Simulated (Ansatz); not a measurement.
Hypothetical CsCl type LaP: pressure series

The parent structure is LaP in the CsCl type structure (space group Pm-3m, No. 221; a = 3.588 Å; a hypothetical phase, not in the database extracts checked).

Cell and atoms are relaxed at each pressure.

Level of theory: PBEsol/PAW in Ansatz (a program for electronic structure), no SOC.

Notes on the quantities. enthalpy: H = E + PV relative to the base's energy.

| case | enthalpy | shortest interatomic distance |
|---|---|---|
| base | – | 3.108 Å |
| pressure −2 GPa | -0.29 eV/atom | 3.135 Å |
| pressure −1 GPa | -0.15 eV/atom | 3.121 Å |
| pressure 1.8 GPa | +0.26 eV/atom | 3.086 Å |
| pressure 4.2 GPa | +0.59 eV/atom | 3.059 Å |
| pressure 9 GPa | +1.24 eV/atom | 3.012 Å |
| pressure 18 GPa | +2.38 eV/atom | 2.942 Å |
| pressure 30 GPa | +3.79 eV/atom | 2.870 Å |
| pressure 45 GPa | +5.43 eV/atom | (withheld) |
| pressure 60 GPa | +6.96 eV/atom | 2.742 Å |

Question: Some entries are withheld; estimate them.

Answer: 
- pressure 45 GPa, shortest interatomic distance: 2.799 Å

Load acts through the strain it causes; cell and atoms are relaxed under it. Stability against distortions was not tested. Competing high-pressure phases were not computed. The final runs are not spin-polarised.
